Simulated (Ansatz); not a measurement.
Worked example: self-consistent single point of Cr₂B (P-62m, 9 atoms in the cell) in Ansatz (a quantum-chemistry and plane-wave program).

Method of the run: LDA (PW92), default PAW files made with PBE (plane waves; Ansatz).

```
CELL_PARAMETERS angstrom
      5.48792     0.00000     0.00000
     -2.74396     4.75268     0.00000
      0.00000     0.00000     3.20946
ATOMIC_POSITIONS crystal
  Cr 0.25600 0.00000 0.00000
  Cr 0.00000 0.25600 0.00000
  Cr 0.74400 0.74400 0.00000
  Cr 0.58900 0.00000 0.50000
  Cr 0.00000 0.58900 0.50000
  Cr 0.41100 0.41100 0.50000
  B  0.00000 0.00000 0.50000
  B  0.33333 0.66667 0.00000
  B  0.66667 0.33333 0.00000
```
Moments meant for the start (each program seeds them in its own way; μB, in the order of the atoms Cr Cr Cr Cr Cr Cr B B B): 3.0 3.0 3.0 3.0 3.0 3.0 0.0 0.0 0.0.

Reference input (self-consistent single point, DFT, PBE, plane waves, default PAW files): kpoints.mp_grid.grid = 6 6 9; hamiltonian.xc = pbe; hamiltonian.pseudopotentials = {kind: paw} (the program's default PAW files); magnetization.spin_polarized = true; scf.occupations.method = fermi_dirac; scf.occupations.width = 0.136 eV. This run's input differs from it in these lines:

Ansatz 0.2 input:
```diff
@@ -18,3 +18,3 @@
 hamiltonian:
-  xc: pbe
+  xc: lda
   pseudopotentials: { kind: paw }
```

Log, with long lists cut:

```
SCF iter   1: F=—  HF=-20419.281786 eV  |F-HF|=—  |Δ(HF+E_count)|=         —  Δρ=3.31e-1 (↑3.31e-1 ↓1.14e-1)  dr2=7.26e1  dr2_m=3.13e1  M=1.434 μB ∫|m|=1.546 μB  β_m=0.30  ethr=3.10e-3  ⟨swp⟩=5.9  Hψ=16172  notcnv=0
Mixer restart at iter 1: flushing history
all-band conjugate gradients solve this SCF's bands
preconditioner: auto → Kerker (q_TF=auto, 2.777 Å⁻¹)
spin=Collinear: Kerker preconditioning applied to the charge; magnetization (m = ρ↑ − ρ↓) channel mixes plain (no charge-response kernel on spin).
   [... lines left out ...]
SCF iter  13: F=—  HF=-20389.100231 eV  |F-HF|=—  |Δ(HF+E_count)|=   4.02e-9  Δρ=7.84e-7 (↑5.16e-7 ↓7.84e-7)  dr2=1.21e-9  dr2_m=1.83e-11  M=-0.000 μB ∫|m|=0.000 μB  β_m=0.92  ethr=1.36e-11  ⟨swp⟩=2.1  Hψ=6792  notcnv=0  defer=138
SCF iter  14: F=-20389.100231 eV  HF=-20389.100231 eV  |F-HF|=1.04e-9  |Δ(HF+E_count)|=  1.46e-11  Δρ=5.01e-7 (↑4.79e-7 ↓5.01e-7)  dr2=1.10e-9  dr2_m=4.08e-13  M=-0.000 μB ∫|m|=0.000 μB  ethr=1.30e-12  ⟨swp⟩=8.2  Hψ=15534  notcnv=0
SCF 1 converged in 14 iterations: F = -20389.100231 eV  dr2 = 1.10e-9
WARN: the starting moments were not kept: the SCF closed with an absolute magnetisation of 2.9e-6 μB, where they sum to 18 μB in size (6 sites) …
Magnetization: -0.0000 μB (46.5000 up, 46.5000 down)
   [... lines left out ...]
Absolute magnetization: 0.0000 μB (∫|ρ↑−ρ↓|, with the PAW one-centre terms)
Free energy (F): -20389.100231 eV
Fermi energy:    18.474018 eV
   [... lines left out ...]
  atom   9  B      0.00000000    -0.00000000     0.00000000
--- Stress (GPa, compression-positive) ---
        7.684504      -0.000000       0.000000
       -0.000000       7.684504       0.000000
        0.000000       0.000000     -27.947414
  P = ⅓ Tr σ = -4.1928 GPa (-41.928 kbar)
  The stress holds the Pulay correction. Without it, at fixed plane waves, as pw.x and ABINIT print it: P = -4.3957 GPa
```

The run converged in 14 iterations. Against the reference run the pressure goes from 12.02 to -4.19 GPa and the largest force goes from 0.956 to 1.016 eV/Å.

The starting cell was generated: these elements placed on a structure prototype, without a prior relaxation; it need not be a known phase or ordering of this composition. Its lattice was rescaled by a random factor within 2.5 % of one. The starting moments vanished: the run ended non-magnetic, which need not be the lowest state. The program warned that a starting moment was not kept. With a pressure of about -4 GPa the cell is away from its equilibrium volume at this level. Forces in this geometry exceed 1 eV/Å. Ansatz's pressure includes its estimate of the finite-basis (Pulay) stress.

Cost on one core of a shared machine: roughly 70 s.
